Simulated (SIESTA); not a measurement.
Troubleshooting SIESTA: a failed run on BiTe₂Br₄ (P-1, 14 atoms in the cell). The aim is a self-consistent single point with DFT, GGA PBEsol, numerical atomic orbitals DZP, PseudoDojo PBEsol standard norm-conserving potentials (rewritten from UPF to PSML).

Cell that was meant: a = 7.5145 Å, b = 8.0441 Å, c = 9.3635 Å, α = 91.57°, β = 102.76°, γ = 94.76°.

Part of the input:

```
XC.authors                   PBEsol
PAO.BasisSize                DZP
PAO.EnergyShift              0.005 Ry
MeshCutoff                   400
%block kgrid.MonkhorstPack
    3   0   0  0.5
    0   3   0  0.5
```

Output, abridged:

```
reinit: Reading from file input.fdf

reinit: System Name: Bi(TeBr2)2
reinit: System Label: siesta

coor:   Atomic-coordinates input format  =     Cartesian coordinates
coor:                                          (in Angstroms)

siesta: Atomic coordinates (Bohr) and species
siesta:      1.58018   0.78687  10.56436  1        1
siesta:      7.45047  13.54931   6.67401  1        2
siesta:      8.72974   7.63903  13.82379  2        3
siesta:      0.30091   6.69715   3.41458  2        4
siesta:     10.60390   5.42702   0.19859  2        5
siesta:     -1.57325   8.90916  17.03978  2        6
siesta:      5.74136   8.67365   5.36423  3        7
siesta:      3.28929   5.66252  11.87413  3        8
siesta:      9.59658  13.98350   2.04481  3        9
siesta:     -0.56593   0.35268  15.19355  3       10
siesta:      4.87168  13.57956  12.02031  3       11
siesta:      4.15897   0.75661   5.21805  3       12
siesta:     -2.31413  11.02539   9.31320  3       13
siesta:     11.34478   3.31079   7.92517  3       14

siesta: System type = bulk

initatomlists: Number of atoms, orbitals, and projectors:     14   212   340

siesta: ******************** Simulation parameters ****************************
redata: Spin configuration                          = none
redata: Time-Reversal Symmetry                      = T
redata: Number of Atomic Species                    =        3
ERROR

FDF module: fdf_physical:  no unit specified for MeshCutoff

     File: fdf.F90
     Line:  2144
Note: The following floating-point exceptions are signalling: IEEE_INVALID_FLAG IEEE_OVERFLOW_FLAG
STOP Stopping Program
```

**Question.** From the messages shown, name the fault and mend the input.

**Answer.** The fault is an energy without its unit. The key takes a value and a unit. To fix it, add the unit. The program stopped before any SCF iteration.

An input that runs soundly differs in these lines (not the only fix; some lines may just follow from the change or write a value another way):
```diff
-MeshCutoff                   400
+MeshCutoff                   400 Ry
```

With that input, the run converged in 13 iterations: free energy E − TS -19250.9891 eV; top of the valence band (on the code's own zero) -5.73 eV; gap on the k-point mesh 1.07 eV; pressure -0.97 GPa; largest force (vector length) 1.145 eV/Å (DFT, GGA PBEsol, numerical atomic orbitals DZP, PseudoDojo PBEsol standard norm-conserving potentials (rewritten from UPF to PSML)).

On the sound input: the starting cell comes from a database of computed structures (which also holds hypothetical and non-ambient phases and stackings), without a prior relaxation at this level. Spin-orbit coupling is off. Values carry the incompleteness of an atom-centred basis. Forces in this geometry exceed 1 eV/Å. The shifted mesh does not hold Γ, so a gap read on it misses any band edge there.
